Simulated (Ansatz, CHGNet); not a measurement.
# BAs (model structure, started from the NiAs type, P6₃/mmc, No. 194, 4 atoms in the cell): c axis length by level of theory

No measured value is used here.

```
level (code)            value (Å)
---------------------  ----------
CHGNet 0.3.0                4.851
LDA (Ansatz)                5.358
PBE (Ansatz)                5.408
PBE-D3(BJ) (Ansatz)    (withheld)
r²SCAN+rVV10 (Ansatz)       5.401
```

Question: What belongs in the gaps?

Answer: 
- PBE-D3(BJ) (Ansatz, an electronic-structure program), value (Å): 5.366

CHGNet 0.3.0: the cell has another shape than the first-principles one, perhaps another minimum in the same group. Cutoffs differ between the levels. Ansatz's density-functional and Hartree–Fock values are scalar-relativistic unless marked +SOC, with PAW data made under PBE.

Machine-learned potentials (CHGNet 0.3.0) are trained on DFT data: a solid inside that data is no test of them.

A model structure was made by putting elements into a prototype or built by hand; it is no filed structure, need not be a known phase, and can be a saddle point held by its symmetry.
